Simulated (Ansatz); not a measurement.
Input and output of a self-consistent single point for YSi (P6_3/mmc, 4 atoms in the cell) (Ansatz, an electronic-structure program).

Computed with PBE (plane waves, PAW; Ansatz).

The change in words: lattice scaled by 0.985. Reference geometry:
```xyz
4
Lattice="4.9470 0.0000 0.0000 -2.4735 4.2842 0.0000 0.0000 0.0000 6.8949" Properties=species:S:1:pos:R:3 pbc="T T T"
Y      0.0000     0.0000     0.0000
Y      0.0000     0.0000     3.4474
Si     0.0000     2.8561     1.7237
Si     2.4735     1.4281     5.1712
```

Reference input (self-consistent single point, DFT, PBE, plane waves, default PAW files): basis.ecutwfc = 30.9 Ry; kpoints.mp_grid.grid = 6 6 4; hamiltonian.xc = pbe; hamiltonian.pseudopotentials = {kind: paw}, with the files named one by one; scf.occupations.method = cold; scf.occupations.width = 0.02 Ry. This run's input differs from it in these lines:

```diff
@@ -2,5 +2,5 @@
   lattice:
-    - [4.94699100, 0.00000000, 0.00000000]
-    - [-2.47349500, 4.28422000, 0.00000000]
-    - [0.00000000, 0.00000000, 6.89489400]
+    - [4.87278600, 0.00000000, 0.00000000]
+    - [-2.43639300, 4.21995700, 0.00000000]
+    - [0.00000000, 0.00000000, 6.79147100]
   atoms:
```

Output (repeated stretches shortened):

```
SCF iter   1: F=—  HF=-8967.927608 eV  |F-HF|=—  |Δ(HF+E_count)|=         —  Δρ=2.77e-3  dr2=1.81e-2  ethr=1.77e-3  ⟨swp⟩=5.1  Hψ=1811  notcnv=0
all-band conjugate gradients solve this SCF's bands
preconditioner: auto → Kerker (q_TF=auto, 2.111 Å⁻¹)
SCF iter   2: F=—  HF=-8967.926121 eV  |F-HF|=—  |Δ(HF+E_count)|=   1.49e-3  S|Δr|=    0.00e0  Δρ=1.59e-3  dr2=5.23e-3  ethr=6.03e-5  ⟨swp⟩=1.5  Hψ=629  notcnv=0
SCF iter   3: F=—  HF=-8967.925681 eV  |F-HF|=—  |Δ(HF+E_count)|=   4.41e-4  S|Δr|=    0.00e0  Δρ=3.87e-4  dr2=4.31e-4  ethr=1.74e-5  ⟨swp⟩=2.0  Hψ=499  notcnv=0
SCF iter   4: F=—  HF=-8967.925667 eV  |F-HF|=—  |Δ(HF+E_count)|=   1.30e-5  S|Δr|=    0.00e0  Δρ=1.16e-4  dr2=4.14e-5  ethr=1.44e-6  ⟨swp⟩=2.0  Hψ=501  notcnv=0
SCF iter   5: F=—  HF=-8967.925703 eV  |F-HF|=—  |Δ(HF+E_count)|=   3.51e-5  S|Δr|=    0.00e0  Δρ=3.14e-5  dr2=2.32e-6  ethr=1.38e-7  ⟨swp⟩=2.0  Hψ=523  notcnv=0
SCF iter   6: F=-8967.925706 eV  HF=-8967.925706 eV  |F-HF|=1.10e-7  |Δ(HF+E_count)|=   3.37e-6  S|Δr|=    0.00e0  Δρ=6.88e-6  dr2=8.51e-8  ethr=3.33e-10  ⟨swp⟩=4.3  Hψ=1910  notcnv=0
SCF 1 converged in 6 iterations: F = -8967.925706 eV  dr2 = 8.51e-8
Stability not checked (fill_not_monotonic)
Free energy (F): -8967.925706 eV
Internal energy: -8967.881683 eV  (E = F + TS)
E sigma→0 (E₀):  -8967.911032 eV
Entropy (-TS):   -0.044024 eV (-11.006 meV/atom)
Fermi energy:    4.939023 eV
--- Forces (eV/Å), atoms counted from 1 ---
  atom   1  Y      0.00000000    -0.00000000    -0.00000000
   [... zero for the other atoms too ...]
--- Stress (GPa, compression-positive) ---
      -12.050584       0.000000       0.000000
        0.000000     -12.050584       0.000000
        0.000000       0.000000      -2.705784
  P = ⅓ Tr σ = -8.9357 GPa (-89.357 kbar)
  The stress holds the Pulay correction. Without it, at fixed plane waves, as pw.x and ABINIT print it: P = -8.9425 GPa
```

The run converged in 6 iterations. Against the reference run the free energy goes down by 93.5 meV/atom and the pressure goes from -9.52 to -8.94 GPa.

The starting cell was generated: these elements placed on a structure prototype, without a prior relaxation; it need not be a known phase or ordering of this composition. For this run, on top of that: lattice scaled by 0.985. Ansatz's pressure includes its estimate of the finite-basis (Pulay) stress.

Keys are those of Ansatz 0.2.
